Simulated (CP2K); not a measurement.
CP2K run on K₂S (Fm-3m, 3 atoms in the cell): self-consistent single point.

Computed with LDA (Pade form), GPW, DZVP-MOLOPT-SR-GTH basis, GTH-PADE potentials (GTH_POTENTIALS) run with CP2K 2026.2.

```
CELL_PARAMETERS angstrom
      5.19942     0.00000     0.00000
      2.59971     4.50283     0.00000
      2.59971     1.50094     4.24531
ATOMIC_POSITIONS crystal
  K  0.75000 0.75000 0.75000
  K  0.25000 0.25000 0.25000
  S  0.00000 0.00000 0.00000
```

Reference input (self-consistent single point, DFT PBE, GPW, DZVP-MOLOPT-SR-GTH basis, GTH-PBE potentials (GTH_POTENTIALS)): CUTOFF = 500 Ry; REL_CUTOFF = 50 Ry; SMEAR/METHOD = FERMI_DIRAC; ELECTRONIC_TEMPERATURE = 116.05 K; KPOINTS/SCHEME = MONKHORST-PACK 4 4 4; GAMMA_CENTERED = T; XC_FUNCTIONAL = PBE; K/BASIS_SET = DZVP-MOLOPT-SR-GTH-q9; K/POTENTIAL = GTH-PBE-q9; S/BASIS_SET = DZVP-MOLOPT-SR-GTH-q6; S/POTENTIAL = GTH-PBE-q6; METHOD = GPW. This run's input differs from it in these lines:

```diff
@@ -43,3 +43,3 @@
     &XC
-      &XC_FUNCTIONAL PBE
+      &XC_FUNCTIONAL PADE
       &END XC_FUNCTIONAL
@@ -76,3 +76,3 @@
       BASIS_SET DZVP-MOLOPT-SR-GTH-q9
-      POTENTIAL GTH-PBE-q9
+      POTENTIAL GTH-PADE-q9
     &END KIND
@@ -80,3 +80,3 @@
       BASIS_SET DZVP-MOLOPT-SR-GTH-q6
-      POTENTIAL GTH-PBE-q6
+      POTENTIAL GTH-PADE-q6
     &END KIND
```

Output, abridged:

```
 SCF WAVEFUNCTION OPTIMIZATION

  Step     Update method      Time    Convergence         Total energy    Change
     1 NoMix/Diag. 0.20E+00      -     0.90646340       -66.9291043184 -6.69E+01
     2 Broy./Diag. 0.20E+00      -     0.08202010       -66.5484540895  3.81E-01
     3 Broy./Diag. 0.20E+00      -     0.14451139       -66.7358310738 -1.87E-01
     4 Broy./Diag. 0.20E+00      -     0.04504375       -66.8670793547 -1.31E-01
     5 Broy./Diag. 0.20E+00      -     0.03845146       -66.7576925056  1.09E-01
     6 Broy./Diag. 0.20E+00      -     0.00542188       -66.8230415343 -6.53E-02
   [... 3 lines left out ...]
    10 Broy./Diag. 0.20E+00      -     0.00004236       -66.8359454041  7.82E-04
    11 Broy./Diag. 0.20E+00      -     0.00001659       -66.8359203378  2.51E-05
    12 Broy./Diag. 0.20E+00      -     0.00000245       -66.8359912021 -7.09E-05
    13 Broy./Diag. 0.20E+00      -     0.00000012       -66.8359882925  2.91E-06
  *** SCF run converged in    13 steps ***

  Overlap energy of the core charge distribution:               0.00000000000000
  Self energy of the core charge distribution:               -138.42794424903877
  Core Hamiltonian energy:                                     32.15284163706163
  Hartree energy:                                              50.20542630304750
  Exchange-correlation energy:                                -10.76631198360274
  Electronic entropic energy:                                  -0.00000000000000
  Fermi energy:                                                 0.10138437818202

  Total energy:                                               -66.83598829253238
  Total energy (extrapolated to T->0):                        -66.83598829253238

                     Mulliken Population Analysis

   [... lines left out ...]

 STRESS| Analytical stress tensor [bar]
 STRESS|                        x                   y                   z
 STRESS|      x       -1.27380920596E+04   1.45312028499E-02   1.02750935744E-02
 STRESS|      y        1.45312028499E-02  -1.27380829974E+04   1.08891892323E-02
 STRESS|      z        1.02750935744E-02   1.08891892323E-02  -1.27380842355E+04
 STRESS| 1/3 Trace                                            -1.27380864308E+04
```

The run converged in 13 iterations. Against the reference run the pressure goes from 0.98 to -1.27 GPa and the gap on the mesh goes from 2.521 to 2.243 eV.

The starting cell comes from a database of computed structures (which also holds hypothetical and non-ambient phases and stackings), without a prior relaxation at this level. Its lattice was rescaled by a random factor within 2.5 % of one. Values carry the incompleteness of an atom-centred basis.

Cost on one core of a shared machine: roughly 30 s.
